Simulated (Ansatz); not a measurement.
We consider antifluorite K2S, described by PBE-D3(BJ) (Ansatz, an electronic-structure program, PAW).

Numerical settings: plane-wave cutoff 520 eV, 8×8×8 k mesh, Fermi–Dirac smearing 0.01 eV, scalar-relativistic PAW data made under PBE.

Energies at three volumes about the minimum:

```
V (Å³/atom)  E − E_lowest (meV/atom)
-----------  -----------------------
32.222                          0.88
32.879                          0.00
33.537                          0.81
```

Problem. Fit a parabola by hand: where is the minimum, what lattice constant follows, and what is the bulk modulus?

Solution. Slopes: (0.00 − 0.88)/(32.879 − 32.222) = -1.339 and (0.81 − 0.00)/(33.537 − 32.879) = 1.231 meV/Å³. Curvature E″ = 2 × (1.231 − (-1.339))/(33.537 − 32.222) = 3.909 meV/Å⁶. From the middle of the first interval, the slope vanishes at V0 = 32.5505 − (-1.339)/3.909 = 32.893 Å³/atom. B = V0 E″ = 32.893 × 3.909 meV/Å³ × 0.1602 GPa per meV/Å³ = 20.6 GPa. With 12 atoms in the cube, a = (12 × 32.893)^(1/3) = 7.335 Å. The full Birch–Murnaghan fit to all volumes gives V0 = 32.880 Å³/atom and B0 = 20.5 GPa.

Measured, for comparison: lattice constant a 7.391 Å (temperature not stated, no zero-point or thermal correction; as tabulated in Syrotyuk et al. (2015), arXiv:1510.06546).
